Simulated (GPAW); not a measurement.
GPAW 25.7.0, DFT, PBE, plane waves, PAW datasets of gpaw-data 1.0.1: bcc Fe, atoms displaced, 2 atoms, spin-polarised from a ferromagnetic start (3 μB on Fe). Basis and mesh were picked for this test and aren't claimed converged.

| Property | Result |
|---|---|
| cell | 2.87, 2.87, 2.87 Å; 90, 90, 90° |
| distance to the nearest atom | 2.44 to 2.44 Å |
| task | scf |
| mode.name | pw |
| mode.ecut | 500 eV |
| xc | PBE |
| k mesh | 8×8×8 |
| kpts.gamma | true |
| occupations.name | fermi-dirac |
| occupations.width | 0.1 eV |
| convergence.density (electrons an electron) | 1e-05 |
| maxiter | 150 |
| parallel.kpt | 8 |
| parallel.band | 1 |
| parallel.domain | 1 |
| parallel.sl_auto | false |
| parallel.augment_grids | true |
| eigensolver.name | dav (default) |
| eigensolver.niter | 2 (default) |
| convergence.eigenstates (eV² an electron) | 4e-08 (default) |
| convergence.energy (eV an electron) | 0.0005 (default) |
| k-points after symmetry (for each spin) | 260 |
| bands | 18 |
| electrons | 16 |
| plane waves | 624 |
| coarse grid | 15*15*15 |
| symmetry operations | 1 |

Settings of this run: mixer.beta = 0.1, mixer.nmaxold = 1, mixer.weight = 50, mixer.backend = pulay, mixer.method = difference; 8 ranks.

| iteration | energy (eV) | log10 change of eigenstates | log10 change of density |
|---|---|---|---|
| 2 | -17.908058 | -1.43 | -1.50 |
| 3 | -17.959140 | -2.16 | -1.55 |
| 4 | -17.959396 | -2.87 | -1.62 |
| 5 | -17.965193 | -3.40 | -1.70 |
| 6 | -17.972462 | -3.74 | -1.76 |
| 7 | -17.979549 | -3.97 | -1.82 |
| 8 | -17.985884 | -4.12 | -1.87 |
| 9 | -17.991287 | -4.21 | -1.92 |
| 10 | -17.995840 | -4.28 | -1.97 |
| 11 | -17.999640 | -4.33 | -2.02 |
| 12 | -18.002769 | -4.39 | -2.06 |
| 13 | -18.005344 | -4.45 | -2.11 |
| 14 | -18.007460 | -4.51 | -2.15 |
| 15 | -18.009204 | -4.58 | -2.19 |
| … | … | … | … |
| 76 | -18.017167 | -8.24 | -4.59 |
| 77 | -18.017167 | -8.19 | -4.58 |
| 78 | -18.017167 | -8.15 | -4.57 |
| 79 | -18.017167 | -8.10 | -4.55 |
| 80 | -18.017167 | -8.05 | -4.54 |
| 81 | -18.017167 | -8.00 | -4.52 |
| 82 | -18.017167 | -7.95 | -4.49 |
| 83 | -18.017167 | -7.90 | -4.47 |
| … | … | … | … |
| 143 | -18.017671 | -4.92 | -2.99 |
| 144 | -18.017732 | -4.87 | -2.97 |
| 145 | -18.017801 | -4.82 | -2.94 |
| 146 | -18.017878 | -4.77 | -2.92 |
| 147 | -18.017964 | -4.72 | -2.89 |
| 148 | -18.018061 | -4.67 | -2.87 |
| 149 | -18.018170 | -4.62 | -2.84 |
| 150 | -18.018292 | -4.57 | -2.82 |

It was not converged within maxiter = 150.

Q: Which change of settings makes this cycle converge?

A: One answer among several that fit: mixer.nmaxold = 10 (22 SCF iterations), all else kept. With more settings changed, the fewest of all runs of this system: mixer.beta = 0.2, mixer.nmaxold = 8, mixer.weight = 10 (14).
